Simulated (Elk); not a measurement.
Elk run on HfZn2 (Fd-3m, 6 atoms in the cell): self-consistent single point.

Level of theory: LDA (PW92), all-electron FP-LAPW, Elk's shipped species files, LAPW+lo basis in Elk.

```
HfZn2
1.0
    0.00000     3.55564     3.55564
    3.55564     0.00000     3.55564
    3.55564     3.55564     0.00000
Hf Zn
2 4
Direct
  0.75000   0.75000   0.75000
  0.50000   0.50000   0.50000
  0.12500   0.12500   0.62500
  0.12500   0.62500   0.12500
  0.12500   0.12500   0.12500
  0.62500   0.12500   0.12500
```
Moments meant for the start (each program seeds them in its own way; μB, in the order of the atoms Hf Hf Zn Zn Zn Zn): 1.0 1.0 0.0 0.0 0.0 0.0.

Reference input (self-consistent single point, DFT, LDA (PW92), all-electron FP-LAPW, Elk's shipped species files, LAPW+lo basis): xctype = 3; spinpol = true; rgkmax = 8; stype = 3; swidth = 0.00367493 Ha; ngridk = 5 5 5; reducebf = 0.7; gmaxvr = 16 1/bohr; nxoapwlo = 1; rmtscf = 0.93; nempty = 8 per atom. This run's input differs from it in these lines:

```diff
@@ -55,3 +55,3 @@
 ngridk
-  5 5 5
+  6 6 6
```

Output, abridged:

```
│ Self-consistent loop started │
│ Loop number : 1 │
 total energy                :     -37331.7106744
 total moment                :    1.732311671
│ Loop number : 2 │
 total energy                :     -37333.1704418
 total moment                :    1.731684981
RMS change in Kohn-Sham potential (target) :   0.6273285397     (  0.1000000000E-05)
Absolute change in total energy (target)   :    1.459767446     (  0.1000000000E-03)
│ Loop number : 3 │
 total energy                :     -37332.6825107
 total moment                :    1.702181107
RMS change in Kohn-Sham potential (target) :   0.6193313465     (  0.1000000000E-05)
   [... lines left out ...]
│ Loop number : 22 │
 total energy                :     -37351.4410514
 total moment                :   0.1110667291E-02
RMS change in Kohn-Sham potential (target) :   0.3659974811E-06 (  0.1000000000E-05)
Absolute change in total energy (target)   :   0.1455675520E-03 (  0.1000000000E-03)
│ Loop number : 23 │
 total energy                :     -37351.4410567
 total moment                :   0.8296552397E-03
RMS change in Kohn-Sham potential (target) :   0.2472428138E-06 (  0.1000000000E-05)
Absolute change in total energy (target)   :   0.3107813973E-04 (  0.1000000000E-03)
Convergence targets achieved

│ Loop number : 24 │

Energies :
 Fermi                       :     0.350780776944
 xc effective B-field        :    -0.408125656776E-08
 external B-field            :      0.00000000000
 total energy                :     -37351.4410838
 (external B-field energy excluded from total)

Density of states at Fermi energy :    168.2939746
 (states/Hartree/unit cell)

Estimated indirect band gap :   0.3107093885E-03
 from k-point     14 to k-point     14
Estimated direct band gap   :   0.3107093885E-03
 at k-point     14

Charges :
 core                        :    140.0000000
 valence                     :    124.0000000
 interstitial                :    8.809257891
 muffin-tins (core leakage)
  species :    1 (Hf)
   atom    1                 :    69.98889675     (  0.1524520627E-05)
   [... lines left out ...]
   atom    2                 :   0.2534648722E-03
  species :    2 (Zn)
   atom    1                 :   0.1059999296E-04
   atom    2                 :   0.1059999296E-04
   atom    3                 :   0.1059999296E-04
   atom    4                 :   0.1059999296E-04
 total in muffin-tins        :   0.5493297163E-03
 total moment                :   0.8621183796E-03

│ Self-consistent loop stopped │
```

The run converged in 24 iterations. The count includes the last loop, which Elk runs after its targets are met. Against the reference run the free energy falls by 1.9 meV/atom.

The starting cell comes from a database of computed structures (which also holds hypothetical and non-ambient phases and stackings), without a prior relaxation at this level. Its lattice was rescaled by a random factor within 2.5 % of one. Spin-orbit coupling is off. The starting moments vanished: the run ended non-magnetic. Values depend on the basis (sphere radii, cutoffs, local orbitals), which need not be converged. The log's line on a gap gives a spacing of levels on this mesh, which the program prints for metals too.

Cost on one core of a shared machine: roughly 2 min.
